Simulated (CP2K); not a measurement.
A working CP2K input for TcO₂ (P4_2/mnm, 6 atoms in the cell) (DFT LDA (Pade form), GPW, DZVP-MOLOPT-SR-GTH basis, GTH-PADE potentials (GTH_POTENTIALS)):

```
&GLOBAL
  PROJECT bulk
  RUN_TYPE ENERGY_FORCE
  PRINT_LEVEL LOW
&END GLOBAL
&FORCE_EVAL
  METHOD Quickstep
  STRESS_TENSOR ANALYTICAL
  &DFT
    BASIS_SET_FILE_NAME BASIS_MOLOPT
    POTENTIAL_FILE_NAME GTH_POTENTIALS
    &QS
      METHOD GPW
      EPS_DEFAULT 1E-10
    &END QS
    &MGRID
      CUTOFF 500
      REL_CUTOFF 40
      NGRIDS 5
    &END MGRID
    &SCF
      SCF_GUESS ATOMIC
      EPS_SCF 1E-6
      MAX_SCF 100
      ADDED_MOS 10
      &DIAGONALIZATION
        ALGORITHM STANDARD
      &END DIAGONALIZATION
      &MIXING
        METHOD BROYDEN_MIXING
        ALPHA 0.2
        NBUFFER 8
        BETA 1.5
      &END MIXING
      &SMEAR ON
        METHOD GAUSSIAN
        SIGMA [eV] 0.2
      &END SMEAR
    &END SCF
    &KPOINTS
      SCHEME MONKHORST-PACK 4 4 7
      GAMMA_CENTERED T
    &END KPOINTS
    &XC
      &XC_FUNCTIONAL PADE
      &END XC_FUNCTIONAL
    &END XC
    &PRINT
      &MO
        EIGENVALUES T
        OCCUPATION_NUMBERS T
        NDIGITS 8
        FILENAME mo
        &EACH
          QS_SCF 0
        &END EACH
        ADD_LAST NUMERIC
      &END MO
      &MULLIKEN OFF
      &END MULLIKEN
    &END PRINT
  &END DFT
  &SUBSYS
    &CELL
      A 4.87802500 0.00000000 0.00000000
      B 0.00000000 4.87802500 0.00000000
      C 0.00000000 0.00000000 2.78748300
      PERIODIC XYZ
    &END CELL
    &COORD
      SCALED
      Tc       0.50000000     0.50000000     0.00000000
      Tc       0.00000000     0.00000000     0.50000000
      O        0.71576000     0.28424000     0.50000000
      O        0.28424000     0.71576000     0.50000000
      O        0.21576000     0.21576000     0.00000000
      O        0.78424000     0.78424000     0.00000000
    &END COORD
    &KIND Tc
      BASIS_SET DZVP-MOLOPT-SR-GTH-q15
      POTENTIAL GTH-PADE-q15
    &END KIND
    &KIND O
      BASIS_SET DZVP-MOLOPT-SR-GTH-q6
      POTENTIAL GTH-PADE-q6
    &END KIND
  &END SUBSYS
  &PRINT
    &FORCES ON
    &END FORCES
    &STRESS_TENSOR ON
    &END STRESS_TENSOR
  &END PRINT
&END FORCE_EVAL
```

The run converged in 18 iterations: free energy E − TS -6136.7127 eV; Fermi level (on the code's own zero) 9.83 eV; pressure -18.68 GPa; largest force (vector length) 0.199 eV/Å. Each of these slips is then made, one at a time:

(1)
```diff
+    &POISSON
+      PERIODIC NONE
+      POISSON_SOLVER MT
+    &END POISSON
```

(2)
```diff
-      POTENTIAL GTH-PADE-q15
+      POTENTIAL GTH-PADE-q7
```

What happens in each case?


(1) A Poisson solver that does not fit the cell's periodicity. The run converged in 17 iterations without an error; against the sound input the free energy goes down by 7.19 eV/atom, the pressure goes from -18.68 to -3233 GPa and the largest force goes from 0.199 to 4.941 eV/Å. The full log also holds: “WARNING in pw_env_methods.F:755 :: The selected periodicities in the  sections &CELL and &POISSON do not match”.

(2) A basis and a potential made for different valence counts. The program stopped before any SCF iteration, with the message: Basis-set and pseudo-potential of atomic kind 'Tc' were optimized for different valence electron numbers. qs_kind_types.F:2782.

The starting cell comes from a database of computed structures (which also holds hypothetical and non-ambient phases and stackings), without a prior relaxation at this level. Its lattice was rescaled by a random factor within 2.5 % of one. Spin polarisation is off. Values carry the incompleteness of an atom-centred basis. In the base run, with a pressure of about -19 GPa the cell is away from its equilibrium volume at this level.

Left out of this page: 3 runs of the series outside the window shown, repeating another row's setting, or not comparable.
